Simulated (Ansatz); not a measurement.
BGe2N (model structure, started from the BC2N type, R3m, No. 160, 4 atoms in the cell) was calculated with r²SCAN (plane waves, PAW; Ansatz, an electronic-structure program).

Excerpt of the program's output:

```
Crystal: 4 atoms, lattice volume = 53.444 Å³
Basis set: ecut = 560 eV, 1629 PW (Γ), FFT grids on a1−a3, a2−a3, a3, exchange–correlation on 81×81×144 points (27 copies of the dense FFT grid, shifted against one another)
Bands: 22, of which v1, the nominal top of the filled ones, is band 18 counted from 1 (17 counted from 0)
Symmetry: 6 space group operations
Space group: R3m (ITA 160), of the structure as read, at distance tolerance 3.8e-5 Å
k-points: 781 of 8000 (time reversal used)
Functional: x = r2scan, c = r2scan; τ floored in thin density (d = 2e-4 eV/Å³)
SCF iter   1: F=—  HF=-9145.995454 eV  |F-HF|=—  |Δ(HF+E_count)|=         —  Δρ=9.52e-3  dr2=4.48e-2  dr2_τ=1.63e-1
SCF iter   2: F=—  HF=-9146.039550 eV  |F-HF|=—  |Δ(HF+E_count)|=   4.41e-2  Δρ=4.53e-3  dr2=1.25e-2  dr2_τ=3.96e-4
  ...
SCF iter  10: F=—  HF=-9146.037510 eV  |F-HF|=—  |Δ(HF+E_count)|=   6.97e-9  Δρ=1.48e-6  dr2=1.35e-9  dr2_τ=5.40e-11
SCF iter  11: F=-9146.037510 eV  HF=-9146.037510 eV  |F-HF|=1.51e-10  |Δ(HF+E_count)|=  3.98e-10  Δρ=4.63e-7  dr2=1.01e-10  dr2_τ=6.85e-12
SCF 1 converged in 11 iterations: F = -9146.037510 eV  dr2 = 1.01e-10
SCF converged after 11 iterations
Free energy (F): -9146.037510 eV
Internal energy: -9146.029809 eV  (E = F + TS)
E sigma→0 (E₀):  -9146.033660 eV
Fermi energy:    10.757875 eV
--- Forces (eV/Å), atoms counted from 1 ---
  atom   1  B      0.00000000    -0.00000000     0.21200621
  atom   2  N      0.00000000    -0.00000000    -0.25352209
  atom   3  Ge     0.00000000    -0.00000000     0.03284732
  atom   4  Ge     0.00000000     0.00000000     0.00862961
--- Stress (GPa, compression-positive) ---
       -0.488142       0.000000       0.000000
        0.000000      -0.488142       0.000000
        0.000000       0.000000      -0.121001
  P = ⅓ Tr σ = -0.3658 GPa (-3.658 kbar)
```

Write an input file that could have produced this run (the log leaves some choices open).

This is not unique; one that fits is 
Ansatz 0.2 input:
```yaml
crystal:
  lattice:
    - [1.6740481976, 0.9665121775, 5.5051857653]
    - [-1.6740481976, 0.9665121775, 5.5051857653]
    - [0.0, -1.933024355, 5.5051857653]
  atoms:
    - { symbol: B, position: [-0.0140196641, -0.0140196641, -0.0140196641] }
    - { symbol: N, position: [0.8910326698, 0.8910326698, 0.8910326698] }
    - { symbol: Ge, position: [0.5109116729, 0.5109116729, 0.5109116729] }
    - { symbol: Ge, position: [0.3620423213, 0.3620423213, 0.3620423213] }
basis:
  ecutwfc: 560
  ecutrho_ratio: 4
  xc_grid: 3
kpoints:
  mp_grid: { grid: [20, 20, 20] }
hamiltonian:
  xc: r2scan
  dispersion: none
  pseudopotentials: { kind: paw }
scf:
  occupations: { method: fermi_dirac, width: 0.05 }
  convergence: { dr2_threshold: 0.0000000004 }
output:
  forces: true
  stress: true
  eigenvalues: true
```

The PAW data were made under PBE.

Note: the relaxation could raise the start's symmetry but not lower it, so the cell can be a saddle point. Note: cell and atoms aren't relaxed at this level (largest force component 0.25 eV/Å, pressure -0.4 GPa).

Cost on a shared machine: about 100 core-seconds (a rough figure).

A model structure was made by putting elements into a prototype or built by hand; it is no filed structure, need not be a known phase, and can be a saddle point held by its symmetry.
